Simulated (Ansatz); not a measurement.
InAs, response to strain

The parent structure is InAs in the zinc blende structure (space group F-43m, No. 216).

```xyz
2
Lattice="0.0000 3.0548 3.0548 3.0548 0.0000 3.0548 3.0548 3.0548 0.0000" Properties=species:S:1:pos:R:3 pbc="T T T"
In     0.0000     0.0000     0.0000
As     1.5274     1.5274     1.5274
```

Cartesian axes are those of the cell as printed.

Strains are applied to the cell and any free atomic positions relax.

Calculations: Ansatz (a quantum-chemistry and plane-wave program), r2SCAN, PAW, cutoff 500 eV, no SOC.

Notes on the quantities. energy relative to the base: free energy F.

```tsv
variant	energy relative to the base	shortest interatomic distance
base	0 meV/atom	264.6 pm
tensor shear ε_xy = +0.86 %	[?]	264.0 pm
tensor shear ε_xy = +0.57 %	+0.4 meV/atom	264.2 pm
tensor shear ε_xy = +1.43 %	+2.8 meV/atom	[?]
tensor shear ε_xy = +1.71 %	+3.9 meV/atom	[?]
tensor shear ε_xy = +1.14 %	+1.8 meV/atom	[?]
tensor shear ε_xy = +2.00 %	+5.4 meV/atom	263.4 pm
```

Q: Some entries are withheld; estimate them.

A: 
- tensor shear ε_xy = +0.86 %, energy relative to the base: +1.0 meV/atom
- tensor shear ε_xy = +1.43 %, shortest interatomic distance: 263.7 pm
- tensor shear ε_xy = +1.71 %, shortest interatomic distance: 263.5 pm
- tensor shear ε_xy = +1.14 %, shortest interatomic distance: 263.9 pm

No phonon test of stability was made. The final runs are not spin-polarised.
